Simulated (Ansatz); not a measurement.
## PBE against PBEsol: hypothetical Pm-3n GaAs

Base system: GaAs (space group Pm-3n, No. 223; a = 7.087 Å; a hypothetical phase, not in the database extracts checked).

(Cell as relaxed with PBE.)

Levels (all Ansatz, a program for electronic structure, PAW): PBE (420 eV, no SOC); PBEsol (420 eV, no spin-orbit coupling).

Each level relaxes its own structure.

```tsv
quantity	PBE	PBEsol
volume per atom	29.66 Å³	(withheld)
lattice parameter a	708.7 pm	(withheld)
band gap	zero	(withheld)
```

Question: Predict the PBEsol column.

Answer: 
- volume per atom, PBEsol: 28.37 Å³
- lattice parameter a, PBEsol: 698.2 pm
- band gap, PBEsol: 0.28 eV

PBE's volume per atom lies 1.295 Å³ above PBEsol's (4.6 %); PBE's lattice parameter a lies 10.5 pm above PBEsol's (1.5 %); they disagree on the band gap. Neither level is exact; PBEsol is the comparison here, not a measurement.

Whether these cells are dynamically stable was not tested. All final runs are without spin polarisation. Gaps under 0.05 eV, about the width of the smearing, are given as zero. A zero or small gap of GaAs can be the functional's error rather than a property of the material.
